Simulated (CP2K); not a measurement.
A self-consistent single point of TiSi2 (Fddd, 6 atoms in the cell) with CP2K.

Computed with PBE, GPW, DZVP-MOLOPT-SR-GTH basis, GTH-PBE potentials (GTH_POTENTIALS) run with CP2K 2026.2.

```yaml
crystal:
  lattice:
    - [5.96763, 0.00000, 0.00000]
    - [3.08731, 3.83162, 0.00000]
    - [2.88032, -0.81000, 3.74502]
  atoms:
    - { symbol: Ti, position: [0.50000, 0.50000, 0.50000] }
    - { symbol: Ti, position: [0.75000, 0.75000, 0.75000] }
    - { symbol: Si, position: [0.83743, 0.16257, 0.83743] }
    - { symbol: Si, position: [0.16257, 0.83743, 0.16257] }
    - { symbol: Si, position: [0.41257, 0.08743, 0.41257] }
    - { symbol: Si, position: [0.08743, 0.41257, 0.08743] }
```

Reference input (self-consistent single point, DFT PBE, GPW, DZVP-MOLOPT-SR-GTH basis, GTH-PBE potentials (GTH_POTENTIALS)): CUTOFF = 600 Ry; REL_CUTOFF = 50 Ry; SMEAR/METHOD = GAUSSIAN; SIGMA = 0.272 eV; KPOINTS/SCHEME = MONKHORST-PACK 7 7 7; XC_FUNCTIONAL = PBE; Ti/BASIS_SET = DZVP-MOLOPT-SR-GTH-q12; Ti/POTENTIAL = GTH-PBE-q12; Si/BASIS_SET = DZVP-MOLOPT-SR-GTH-q4; Si/POTENTIAL = GTH-PBE-q4; METHOD = GPW; EPS_DEFAULT = 1e-11. This run's input differs from it in these lines:

```diff
@@ -40,3 +40,4 @@
     &KPOINTS
-      SCHEME MONKHORST-PACK 7 7 7
+      SCHEME MONKHORST-PACK 4 4 4
+      GAMMA_CENTERED T
     &END KPOINTS
```

Log, with long lists cut:

```
 SCF WAVEFUNCTION OPTIMIZATION

  Step     Update method      Time    Convergence         Total energy    Change
     1 NoMix/Diag. 0.20E+00      -     1.93047918      -133.6065249090 -1.34E+02
     2 Broy./Diag. 0.20E+00      -     0.02507425      -132.8704385051  7.36E-01
     3 Broy./Diag. 0.20E+00      -     0.04810042      -132.8085529883  6.19E-02
     4 Broy./Diag. 0.20E+00      -     0.03056503      -132.5612318482  2.47E-01
     5 Broy./Diag. 0.20E+00      -     0.00098083      -132.2764310653  2.85E-01
     6 Broy./Diag. 0.20E+00      -     0.00167136      -132.2474246710  2.90E-02
   [... 3 lines left out ...]
    10 Broy./Diag. 0.20E+00      -     0.00000796      -132.2574078446  2.73E-05
    11 Broy./Diag. 0.20E+00      -     0.00000021      -132.2573996448  8.20E-06
    12 Broy./Diag. 0.20E+00      -     0.00000060      -132.2574111630 -1.15E-05
    13 Broy./Diag. 0.20E+00      -     0.00000002      -132.2574133069 -2.14E-06
  *** SCF run converged in    13 steps ***

  Overlap energy of the core charge distribution:               0.00000000000018
  Self energy of the core charge distribution:               -254.83012768855599
  Core Hamiltonian energy:                                     63.26704284604946
  Hartree energy:                                              79.03603022571521
  Exchange-correlation energy:                                -19.72789054047185
  Smearing free energy correction:                             -0.00246814973441
  Fermi energy:                                                 0.38887102119286

  Total energy:                                              -132.25741330692242
  Total energy (extrapolated to sigma->0):                   -132.25617923205522

   [... lines left out ...]

 STRESS| Analytical stress tensor [bar]
 STRESS|                        x                   y                   z
 STRESS|      x       -6.50776144984E+03  -7.20004160752E+03   5.80764996603E+03
 STRESS|      y       -7.20004160752E+03  -3.53712669838E+03   2.88190627332E+03
 STRESS|      z        5.80764996603E+03   2.88190627332E+03  -2.28825523176E+03
 STRESS| 1/3 Trace                                            -4.11104779333E+03
```

The run converged in 13 iterations. Against the reference run the free energy goes down by 8.8 meV/atom, the pressure goes from -0.30 to -0.41 GPa and the largest force goes from 0.005 to 0.082 eV/Å.

The starting cell comes from a database of computed structures (which also holds hypothetical and non-ambient phases and stackings), without a prior relaxation at this level. Its lattice was rescaled by a random factor within 2.5 % of one. Spin polarisation is off. Values carry the incompleteness of an atom-centred basis.

Cost on one core of a shared machine: roughly 60 s.
